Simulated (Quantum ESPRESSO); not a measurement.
Input and output of a self-consistent single point for YCu₂ (Imma, 6 atoms in the cell) (Quantum ESPRESSO).

Level of theory: LDA (PZ), PSlibrary PAW (LDA) pseudopotentials (plane waves; Quantum ESPRESSO).

```
YCu2
1.0
    2.17992     3.45828     3.68125
   -2.17992     3.45828     3.68125
   -2.17992    -3.45828     3.68125
Y Cu
2 4
Direct
  0.54428   0.75000   0.79428
  0.45572   0.25000   0.20572
  0.16483   0.55291   0.61192
  0.83517   0.44709   0.38808
  0.16483   0.94709   0.21774
  0.83517   0.05291   0.78226
```

Reference input (self-consistent single point, DFT, LDA (PZ), plane waves, PSlibrary PAW (LDA) pseudopotentials): ecutwfc = 55 Ry; ecutrho = 385 Ry; occupations = smearing; smearing = methfessel-paxton; degauss = 0.0147 Ry; potentials = {Y: Y.pz-spn-kjpaw_psl.1.0.0.UPF, Cu: Cu.pz-dn-kjpaw_psl.1.0.0.UPF}; K_POINTS = automatic 5 5 5 0 0 0; conv_thr = 1e-11 Ry. This run's input differs from it in these lines:

```diff
@@ -23,3 +23,3 @@
 &ELECTRONS
-   conv_thr = 1.0e-11
+   conv_thr = 1.0d-5
 /
```

Output (repeated stretches shortened):

```
     Self-consistent Calculation

     iteration #  1     ecut=    55.00 Ry     beta= 0.70

---- Real-time Memory Report at c_bands before calling an iterative solver
           355 MiB given to the printing process from OS
           165 MiB allocation reported by mallinfo(arena+hblkhd)
------------------

     Threshold (ethr) on eigenvalues was too large:
     Diagonalizing with lowered threshold

---- Real-time Memory Report at c_bands before calling an iterative solver
           458 MiB given to the printing process from OS
           189 MiB allocation reported by mallinfo(arena+hblkhd)
------------------

   [... lines left out ...]

---- Real-time Memory Report at c_bands before calling an iterative solver
           468 MiB given to the printing process from OS
           197 MiB allocation reported by mallinfo(arena+hblkhd)
------------------

     total energy              =   -1381.83290494 Ry
     estimated scf accuracy    <       0.00011122 Ry

     iteration #  7     ecut=    55.00 Ry     beta= 0.70

---- Real-time Memory Report at c_bands before calling an iterative solver
           470 MiB given to the printing process from OS
           198 MiB allocation reported by mallinfo(arena+hblkhd)
------------------
     End of self-consistent calculation

     the Fermi energy is    10.7713 ev

!    total energy              =   -1381.83292206 Ry
     estimated scf accuracy    <       0.00000575 Ry
     smearing contrib. (-TS)   =       0.00055363 Ry
     internal energy E=F+TS    =   -1381.83347569 Ry

      -> PAW hartree energy AE =     476.53780488 Ry
      -> PAW hartree energy PS =    -472.99059527 Ry
      -> PAW xc energy AE      =    -938.42877940 Ry
      -> PAW xc energy PS      =     206.67802375 Ry
      -> total E_H with PAW    =     176.83290464 Ry
      -> total E_XC with PAW   =    -942.43226592 Ry

     convergence has been achieved in   7 iterations

     Forces acting on atoms (cartesian axes, Ry/au):

     atom    1 type  1   force =     0.00000000    0.00000000   -0.00453540
   [... lines left out ...]
     Total force =     0.008149     Total SCF correction =     0.005453
   [... lines left out ...]
     SCF correction compared to forces is large: reduce conv_thr to get better values

          total   stress  (Ry/bohr**3)                   (kbar)     P=     -113.07
  -0.00085499   0.00000000  -0.00000000         -125.77        0.00       -0.00
   0.00000000  -0.00067391   0.00000000            0.00      -99.14        0.00
  -0.00000000   0.00000000  -0.00077709           -0.00        0.00     -114.31

   JOB DONE.
```

The run converged in 7 iterations. Against the reference run the free energy is nearly the same (within 1 meV/atom), the pressure goes from -9.86 to -11.31 GPa and the largest force goes from 0.133 to 0.117 eV/Å. The full log also holds: “SCF correction compared to forces is large: reduce conv_thr to get better values”.

The starting cell comes from a database of computed structures (which also holds hypothetical and non-ambient phases and stackings), without a prior relaxation at this level. Its lattice was rescaled by a random factor within 2.5 % of one. Spin polarisation is off. With a pressure of about -11 GPa the cell is away from its equilibrium volume at this level.

Cost on one core of a shared machine: roughly 2 min.
